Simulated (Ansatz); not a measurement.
Structure of amorphous Zr₂₀O₃₇N₂ (periodic cell):

```
CELL_PARAMETERS angstrom
      8.96649     0.00000     0.00000
      0.00000     8.96649     0.00000
      0.00000     0.00000     8.96649
ATOMIC_POSITIONS crystal
  Zr 0.10049 0.53123 0.24064
  Zr 0.79127 0.30528 0.16392
  Zr 0.40516 0.04814 0.94342
  Zr 0.45316 0.37342 0.09658
  Zr 0.42648 0.79296 0.27748
  Zr 0.26437 0.64887 0.90590
  Zr 0.96610 0.28504 0.50288
  Zr 0.65865 0.70634 0.97679
  Zr 0.57121 0.84143 0.64422
  Zr 0.11403 0.28937 0.88589
  Zr 0.96923 0.60641 0.66427
  Zr 0.73097 0.59653 0.35196
  Zr 0.81498 0.95826 0.39344
  Zr 0.43946 0.17008 0.48695
  Zr 0.17142 0.09337 0.27254
  Zr 0.04492 0.89329 0.00567
  Zr 0.17657 0.96526 0.63220
  Zr 0.78483 0.07758 0.83843
  Zr 0.31971 0.56003 0.56446
  Zr 0.62830 0.44832 0.72034
  O  0.16782 0.10482 0.03948
  O  0.82530 0.88665 0.97047
  O  0.87111 0.74329 0.46328
  O  0.35447 0.26122 0.89114
  O  0.19618 0.48434 0.75529
  O  0.24959 0.88183 0.86667
  O  0.76833 0.95787 0.64219
  O  0.63510 0.46979 0.95301
  O  0.46790 0.38393 0.56199
  O  0.02796 0.69236 0.86601
  O  0.90072 0.23414 0.98072
  O  0.28119 0.94249 0.41003
  O  0.30330 0.60320 0.33652
  O  0.38449 0.96362 0.14489
  O  0.21768 0.20053 0.53981
  O  0.52952 0.68628 0.47361
  O  0.78579 0.19644 0.36856
  O  0.65280 0.22558 0.73532
  O  0.00387 0.04999 0.48796
  O  0.15133 0.73015 0.12334
  O  0.97525 0.96754 0.21834
  O  0.07995 0.49008 0.47802
  O  0.15728 0.74353 0.60368
  O  0.44391 0.65350 0.06786
  O  0.95843 0.35862 0.72365
  O  0.36502 0.23702 0.27558
  O  0.02630 0.06142 0.79031
  O  0.59695 0.19199 0.05598
  O  0.74698 0.65968 0.75574
  O  0.60249 0.42648 0.25462
  O  0.57814 0.91027 0.87471
  O  0.21042 0.44224 0.05344
  O  0.04481 0.29001 0.27440
  O  0.40507 0.01486 0.66936
  O  0.66037 0.77535 0.21507
  O  0.57530 0.97468 0.42908
  O  0.78564 0.46206 0.53853
  N  0.44866 0.64598 0.75019
  N  0.87424 0.52500 0.18934
```

Methods: PBE, scalar-relativistic without spin-orbit coupling (Ansatz, a program for electronic structure); r2SCAN, scalar-relativistic without spin-orbit coupling (Ansatz); HSE06, scalar-relativistic without spin-orbit coupling (Ansatz). Neutral PBE cell, which sets geometry, pressure and energy: sampling: a 2×2×2 Γ-centred mesh; Fermi-Dirac width 0.02 eV; no spin polarisation. Exact exchange is cut at the faces of this 9 Å cell, which leaves hybrid gaps a finite-size error.

A CHGNet melt-quench gave the starting glass, which DFT then relaxed. O and N atoms were pushed apart under 1.9 Å during the dynamics, to hinder bonds among them. The hot cell started wider than the set density and was brought back towards it in steps. It is the lowest in DFT energy of 2 quenches. It is a model cell: composition and starting density were chosen by hand, and all elements were melted together. No dispersion term was used. Its density started from a set value of 5.37 and ended at 5.63 g/cm³. The quench (nominally 450 K/ps over its main leg) was far faster than any real one, so the model tends to hold more defects than a real film. One small periodic cell is one sample of the glass; other quenches scatter about these values. The volume was free in the relaxation, at fixed shape. Cycles of charging lowered its energy after that relaxation.

### Question
Give the pressure and the spacing of the highest filled and lowest empty levels.

### Answer

- Pressure on a 2×2×2 Γ-centred mesh: -8.7 kbar
- Largest force and stress component on that mesh (the relaxation ran on the zone centre alone): 0.13 eV/Å and 2.4 GPa
- Gap on a 2×2×2 Γ-centred mesh (PBE): 2.97 eV
- Gap at the zone centre (PBE): 3.00 eV
- Gap at the zone centre (r2SCAN): 3.41 eV
- Gap at the zone centre (HSE06): 4.40 eV
- Distance between the nearest levels spread over more than a fifth of the atoms or a third of the atoms of their main element (six at least) (PBE, zone centre): 3.00 eV

### Question
At PBE and the zone centre, how localised are the states just below and above the Fermi level (participation number: the atoms over which a state spreads)?

### Answer
The highest filled state is spread over 6.1 atoms' worth, largest on N58, with weights by element (charge in smoothed Voronoi cells) O 0.50, N 0.39, Zr 0.11. The lowest empty state is spread over 8.0 atoms' worth, largest on Zr10, with weights by element (charge in smoothed Voronoi cells) Zr 0.64, O 0.35, N 0.01.

Bonds are counted up to Zr-Zr 3.41 Å, Zr-O 2.80 Å, Zr-N 2.71 Å, O-O 1.58 Å, O-N 1.64 Å, N-N 1.70 Å. Two cations that share two anions don't count as bonded, nor two that share one unless they lie closer than Zr-Zr 3.32 Å.

Added carriers, by PBE, scalar-relativistic without spin-orbit coupling (Ansatz) on the zone centre alone. Charged cells keep the cell fixed and stand in a uniform background, with no image correction, at a width of 0.01 eV; where the count is odd the moment is locked at 1 μB, unless the neutral cell bore moments. Each starts from the undistorted neutral geometry alone. PBE's self-interaction favours spread-out carriers, so it can miss traps that a hybrid finds.

### Question
What happens at PBE when the cell takes an extra electron and the atoms relax?

### Answer
Relaxation lowers the charged cell by 0.44 eV. The largest moves are O47 0.21 Å, O24 0.16 Å, Zr3 0.14 Å, Zr10 0.14 Å. The level that holds the added charge spreads over 7.4 atoms' worth, most on Zr10 (weight 0.31): a partly localised carrier. No bond crosses its cut-off with a change of over 0.15 Å (metal-metal contacts aside). Made neutral again at that geometry, the cell lies +0.60 eV from the neutral start.

### Question
What happens at PBE when the cell takes a hole and the atoms relax?

### Answer
Relaxation lowers the charged cell by 0.40 eV. The largest moves are N58 0.24 Å, O25 0.13 Å, O49 0.12 Å, O45 0.12 Å. The level that was emptied spreads over 4.1 atoms' worth, most on N58 (weight 0.44): a localised (trapped) carrier, which neighbours of that atom can share. No bond crosses its cut-off with a change of over 0.15 Å (metal-metal contacts aside). Made neutral again at that geometry, the cell lies +0.74 eV from the neutral start.
